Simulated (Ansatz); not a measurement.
**PbTe under a change: pressure 0.9 GPa**

Base system: PbTe in the rock salt structure (space group Fm-3m, No. 225; a = 6.3796 Å).

The change: cell and atoms relaxed at a pressure of 0.9 GPa.

The values are results of LDA (Ansatz, a program for electronic structure; PAW; 420 eV plane waves; scalar-relativistic without spin-orbit coupling), not measurements. Settings: 9×9×9 k-points, 0.05 eV Fermi–Dirac smearing.

| quantity | base | changed | shift |
|---|---|---|---|
| volume per atom | 32.46 Å³ | 31.89 Å³ | -0.561 Å³ |
| density | 8.56 g/cm³ | 8.72 g/cm³ | +0.151 g/cm³ |
| lattice parameter a | 6.380 Å | 6.343 Å | -0.037 Å |
| shortest interatomic distance | 3.190 Å | 3.171 Å | -0.0185 Å |
| enthalpy H = E + PV relative to the base's energy | – | +0.18 eV/atom | – |
| band gap | 0.57 eV | 0.53 eV | -0.04 eV |
| gap character | direct at L | direct at L | – |
| mean gap deformation potential ΔEg/Δln V | – | +2.3 eV | – |
| width of the top valence band | 3.01 eV | 3.13 eV | +0.112 eV |
| electron mass | 0.24 mₑ along k, 0.095 mₑ across (at L) | 0.22 mₑ along k, 0.094 mₑ across (at L) | – |
| valley order (the lowest conduction-band minima on the path, energy above the VBM, named in the base's zone) | L along ⟨111⟩ 0.57 eV; a point along ⟨110⟩, about 0.6 Å⁻¹ from Γ 1.18 eV; a point along ⟨100⟩, about 0.4 Å⁻¹ from Γ 1.70 eV | L along ⟨111⟩ 0.53 eV; a point along ⟨110⟩, about 0.5 Å⁻¹ from Γ 1.17 eV; a point along ⟨100⟩, about 0.4 Å⁻¹ from Γ 1.69 eV | – |

With Pb and Te present, leaving out spin-orbit coupling can change the band edges. Load acts through the strain it causes; cell and atoms are relaxed under it. Masses are band curvatures over ±0.01 Å⁻¹ around the edge. Along k means along the line from Γ to the band edge. Stability against distortions was not tested.
